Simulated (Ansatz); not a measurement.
A calculation on TiTeS (P3m1, No. 156, 3 atoms in the cell; start mp-1216680) returned lattice constant a 3.606 Å, lattice parameter c 6.561 Å, cohesive energy 4.48 eV/atom.

Which level of theory produced these numbers?
A) PBEsol (Ansatz (a quantum-chemistry and plane-wave program))
B) r²SCAN (Ansatz)
C) r²SCAN+rVV10 (Ansatz)
D) LDA (Ansatz)

B, r²SCAN (Ansatz)

The others give: PBEsol 3.512 Å, 6.250 Å, 5.07 eV/atom; LDA 3.479 Å, 6.080 Å, 5.62 eV/atom; r²SCAN+rVV10 3.584 Å, 6.315 Å, 4.69 eV/atom.

Unless a cell is named, each level is at its own relaxed cell (LDA 21.24, PBEsol 22.26, r²SCAN 24.63, r²SCAN+rVV10 23.42 Å³/atom).

Caveats: the relaxation could not lower the start's symmetry, so the cell can be a saddle point above a distorted one (PBEsol, LDA, r²SCAN+rVV10, r²SCAN). Ansatz's density-functional and Hartree–Fock values are scalar-relativistic unless marked +SOC, with PAW data made under PBE.

A start named mp-… is a Materials Project structure, which need not be a measured phase.
